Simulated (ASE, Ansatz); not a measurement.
One thermal frame of composition TiSi, cell Ti24Si24, first heated far above this temperature, then brought to it [in the CHGNet run: it was liquid; mean temperature 2318 K (target 2310 K); density 3.72 g/cm³, volume +6 % from the start cell's; mean pressure 1.2 GPa against a target of 0], 2310 K, computed in Ansatz (plane waves, PAW) at several levels on the same positions and k-sampling (one point, (1/4, 1/4, 1/4)); no spin polarisation or spin-orbit coupling.

The frame comes from MD with CHGNet (ASE). The base level is PBE (cutoff 420 eV), whose static pressure on this k-sampling is 0.3 GPa. On the run's last frame a denser k-mesh moved the forces by 0.044 eV/Å rms, the static pressure by 0.01 GPa and the free energy by 2 meV/atom, which is about how far such values are converged. That check is the base level's. Differences between levels on one k-sampling err less than the absolute values. Cutoffs of the other levels: 500 eV for r2SCAN, the files' default (420 eV for most) otherwise. Volume per atom 16.96 Å³.

```csv
level,static pressure less the base's (GPa),rms force change from the base (eV/Å),cost
PBE,0,0,(base)
r2SCAN,-1.3,0.06,roughly 110 core-seconds
```

Ansatz is an electronic-structure program.
